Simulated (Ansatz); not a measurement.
System: BN (Fmm2, No. 42, 2 atoms in the cell; start mp-685145; a measured phase of this formula has another space group). Method: LDA (plane waves, PAW; Ansatz, an electronic-structure program).

Numerical settings: plane-wave cutoff 520 eV, 16×16×16 k mesh, Fermi–Dirac smearing 0.01 eV, scalar-relativistic PAW data made under PBE.

Cell (relaxed at this level):

```xyz
2
Lattice="0.0000 3.2795 2.1534 1.2452 0.0000 2.1534 1.2452 3.2795 0.0000" Properties=species:S:1:pos:R:3 pbc="T T T"
B      1.2452     3.2795     0.0006
N      1.2452     3.2795     2.8708
```

Task: Estimate the band gap, smallest direct gap on the k points sampled and direct gap at Γ that the calculation returns.

Result: 
- band gap = 3.28 eV (indirect)
- smallest direct gap on the k points sampled = 4.44 eV
- direct gap at Γ = 6.30 eV

The computed numbers hold no vibrational or temperature effects.

A start named mp-… is a Materials Project structure, which need not be a measured phase.
